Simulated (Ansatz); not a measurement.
The parent structure is CdSe in the wurtzite structure (space group P6_3mc, No. 186; a = 4.383 Å, c = 7.154 Å).

All numbers come from PBE (Ansatz, an electronic-structure program, PAW, no SOC).

Before the change:

- Valence-band top at Γ = 0.00, 0.00, -0.04 eV

It is then changed as follows: the cell is scaled by 0.9880 in all directions; the atoms relax in the strained cell.

### Question
How does this affect the mean gap deformation potential ΔEg/Δln V?

### Answer
The mean gap deformation potential ΔEg/Δln V amounts to -2.2 eV.

### Question
What happens to the energy relative to the base?

### Answer
The energy goes up by 5.6 meV/atom.

### Question
Estimate the effect on the valence-band top at Γ.

### Answer
The valence-band top at Γ (three highest levels, from the VBM) changes from 0.00, 0.00, -0.04 eV to 0.00, 0.00, -0.05 eV.

Gaps are Kohn–Sham eigenvalue differences; semilocal functionals usually give less than the measured gap. Stability against distortions was not tested.
